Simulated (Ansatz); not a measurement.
CaSe under a change: pressure 0.7 GPa

The reference is CaSe in the rock salt structure (space group Fm-3m, No. 225; a = 5.9579 Å).

It is then changed as follows: cell and atoms relaxed at a pressure of 0.7 GPa.

Method: PBE in Ansatz (plane waves to 420 eV, PAW, spin-orbit coupling left out). Γ-centred 10×10×10 mesh, Fermi–Dirac width 0.05 eV.

The volume per atom drops by 0.37 Å³, from 26.44 Å³ to 26.07 Å³ and the density grows by 0.05 g/cm³, from 3.74 g/cm³ to 3.79 g/cm³. The lattice parameter a shrinks by 0.028 Å (5.958 Å → 5.930 Å) and the shortest interatomic distance decreases by 0.014 Å, from 2.979 Å to 2.965 Å. The enthalpy H = E + PV relative to the base's energy is +0.11 eV/atom and the band gap drops by 0.03 eV, from 2.08 eV to 2.05 eV. The gap character remains indirect, Γ → X and the smallest direct gap falls by 0.02 eV (3.00 eV → 2.98 eV). The width of the top valence band goes up by 0.03 eV to 1.65 eV and the electron mass remains 1.4 mₑ along k, 0.29 mₑ across (at X). The hole mass (degenerate bands, along [100]) goes from 0.18, 0.99, 0.99 mₑ (at Γ) to 0.18, 0.97, 0.97 mₑ (at Γ) and the valley order (the lowest conduction-band minima on the path, energy above the VBM, named in the base's zone) changes from X along ⟨100⟩ 2.08 eV; Γ 3.23 eV to X along ⟨100⟩ 2.05 eV; Γ 3.31 eV.

Final structure:

```xyz
2
Lattice="0.0000 2.9650 2.9650 2.9650 0.0000 2.9650 2.9650 2.9650 0.0000" Properties=species:S:1:pos:R:3 pbc="T T T"
Ca     0.0000     0.0000     0.0000
Se     2.9650     2.9650     2.9650
```

Load acts through the strain it causes; cell and atoms are relaxed under it. Effective masses come from finite differences of ±0.01 Å⁻¹. Along k means along the line from Γ to the band edge. No phonon test of stability was made.

Ansatz is a program for electronic structure.
